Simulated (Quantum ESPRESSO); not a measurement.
Quantum ESPRESSO run on Na₃BrO (P4mm, 5 atoms in the cell): self-consistent single point.

Method of the run: PBEsol, GBRV 1.5 ultrasoft (PBESOL) pseudopotentials (plane waves; Quantum ESPRESSO 7.5).

```yaml
crystal:
  lattice:
    - [4.51046, 0.00000, 0.00000]
    - [0.00000, 4.51046, 0.00000]
    - [0.00000, 0.00000, 4.51046]
  atoms:
    - { symbol: Na, position: [0.01108, 0.50000, 0.50000] }
    - { symbol: Na, position: [0.50000, 0.00000, 0.50000] }
    - { symbol: Na, position: [0.50000, 0.50000, 0.00000] }
    - { symbol: Br, position: [0.00000, 0.00000, 0.00000] }
    - { symbol: O, position: [0.50000, 0.50000, 0.50000] }
```

Reference input (self-consistent single point, DFT, PBEsol, plane waves, GBRV 1.5 ultrasoft (PBESOL) pseudopotentials): ecutwfc = 40 Ry; ecutrho = 200 Ry; occupations = smearing; smearing = fermi-dirac; degauss = 0.00147 Ry; K_POINTS = automatic 3 3 3 0 0 0; conv_thr = 1e-09 Ry. This run's input differs from it in these lines:

```diff
@@ -18,3 +18,3 @@
 &ELECTRONS
-    conv_thr = 1.0d-9
+    conv_thr = 7.3e-04
 /
```

Output (repeated stretches shortened):

```
     Self-consistent Calculation

     iteration #  1     ecut=    40.00 Ry     beta= 0.70

     total energy              =    -358.01488096 Ry
     estimated scf accuracy    <       1.12990314 Ry

     iteration #  2     ecut=    40.00 Ry     beta= 0.70

     total energy              =    -357.52061620 Ry
     estimated scf accuracy    <       5.52896498 Ry

     iteration #  3     ecut=    40.00 Ry     beta= 0.70

     total energy              =    -358.60629722 Ry
     estimated scf accuracy    <       0.10627575 Ry

   [... 2 blocks of this kind left out ...]

     iteration #  6     ecut=    40.00 Ry     beta= 0.70

     total energy              =    -358.58778905 Ry
     estimated scf accuracy    <       0.02381621 Ry

     iteration #  7     ecut=    40.00 Ry     beta= 0.70
     End of self-consistent calculation

     the Fermi energy is     4.4841 ev

!    total energy              =    -358.59070279 Ry
     estimated scf accuracy    <       0.00034467 Ry
     smearing contrib. (-TS)   =       0.00000000 Ry
     internal energy E=F+TS    =    -358.59070279 Ry

     convergence has been achieved in   7 iterations

     Forces acting on atoms (cartesian axes, Ry/au):

     atom    1 type  1   force =    -0.01290161    0.00000000    0.00000000
     atom    2 type  1   force =     0.00147213    0.00000000    0.00000000
     atom    3 type  1   force =     0.00147213    0.00000000    0.00000000
     atom    4 type  2   force =     0.00032863    0.00000000    0.00000000
     atom    5 type  3   force =     0.00962873    0.00000000    0.00000000

     Total force =     0.016236     Total SCF correction =     0.002849
     SCF correction compared to forces is large: reduce conv_thr to get better values

          total   stress  (Ry/bohr**3)                   (kbar)     P=      -12.26
  -0.00007769   0.00000000   0.00000000          -11.43        0.00        0.00
   0.00000000  -0.00008616   0.00000000            0.00      -12.68        0.00
   0.00000000   0.00000000  -0.00008616            0.00        0.00      -12.68

   JOB DONE.
```

The run converged in 7 iterations. Against the reference run the free energy goes up by 1.2 meV/atom, the pressure goes from 1.15 to -1.23 GPa, the largest force moves little (0.334 to 0.332 eV/Å) and the gap on the mesh goes from 1.996 to 1.947 eV. The full log also holds: “SCF correction compared to forces is large: reduce conv_thr to get better values”.

The starting cell comes from a database of computed structures (which also holds hypothetical and non-ambient phases and stackings), without a prior relaxation at this level. Its lattice was rescaled by up to half a per cent. One atom was moved a little off its site on purpose.
